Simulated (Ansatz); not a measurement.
The starting structures come from a database of crystals and need not be the phases stable at ambient conditions.

Tunnelling through a barrier is set by its complex band structure: the current falls as exp(−2κd) with the smallest κ.

Here is the system:

```
PdO4Se
1.0
    5.12260     0.00000     0.00000
    0.92012     7.85671     0.00000
   -1.07075    -0.47452     4.98692
Pd Se O
2 2 8
Direct
  0.50000   0.50000   0.00000
  0.00000   0.00000   0.50000
  0.93129   0.75000   0.93129
  0.06871   0.25000   0.06871
  0.74758   0.28957   0.11404
  0.25242   0.71043   0.88596
  0.11404   0.21043   0.74758
  0.88596   0.78957   0.25242
  0.76217   0.57698   0.79957
  0.23783   0.42302   0.20043
  0.79957   0.92302   0.76217
  0.20043   0.07698   0.23783
```

Space group of this cell: C2/c. The cell is taken as given; by PBEsol its mean pressure is -4.9 GPa.

Transport runs along the normal of the first two printed cell vectors.

No gap correction and no spin-orbit coupling; mid-gap values are interpolated between computed energies.

### Question
State the band gap and the smallest decay constant κ at mid-gap according to PBEsol run with Ansatz (a first-principles code).

### Answer
Gap 1.17 eV on a 6×4×6 mesh; κ = 0.413 1/Å, at (0.333, 0.500) of the in-plane reciprocal vectors. At the zone centre, at the nearest computed energy, the slowest state has κ = 0.45 1/Å.
